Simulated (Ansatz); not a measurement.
Take Al$_{2}$O$_{3}$ in the corundum structure (space group R-3c, No. 167) as the base.

```xyz
10
Lattice="2.4040 1.3879 4.3739 -2.4040 1.3879 4.3739 0.0000 -2.7759 4.3739" Properties=species:S:1:pos:R:3 pbc="T T T"
Al     0.0000     0.0000     4.6205
Al     0.0000     0.0000     1.9403
Al     0.0000     0.0000     8.5011
Al     0.0000     0.0000    11.1813
O     -0.9320     1.3879     7.6543
O     -0.7360    -1.5011     7.6543
O      1.6680     0.1132     7.6543
O      0.9320    -1.3879     5.4673
O      0.7360     1.5011     5.4673
O     -1.6680    -0.1132     5.4673
```

Calculations: plane-wave PAW DFT at the PBE level (Ansatz, a first-principles code, 420 eV), spin-orbit coupling left out, earlier PAW set.

Before the change:

* **Gap character**: direct at Γ
* **Valence-band top at Γ**: 0.00, -0.03, -0.03 eV
* **Electron mass**: 0.38 mₑ along c, 0.37 mₑ across (at Γ)
* **Shortest interatomic distance**: 1.874 Å

It is then changed as follows: a hydrostatic pressure of 2.1 GPa.

Q: What happens to the gap character, valence-band top at Γ, electron mass and shortest interatomic distance?

A: The gap character is still direct at Γ; the valence-band top at Γ (three highest levels, from the VBM) goes from 0.00, -0.03, -0.03 eV to 0.00, -0.04, -0.04 eV; the electron mass goes from 0.38 mₑ along c, 0.37 mₑ across (at Γ) to 0.39 mₑ along c, 0.37 mₑ across (at Γ); the shortest interatomic distance shrinks by 0.006 Å (1.874 Å → 1.868 Å).

Load acts through the strain it causes; cell and atoms are relaxed under it. Masses are band curvatures over ±0.01 Å⁻¹ around the edge. No phonon test of stability was made.
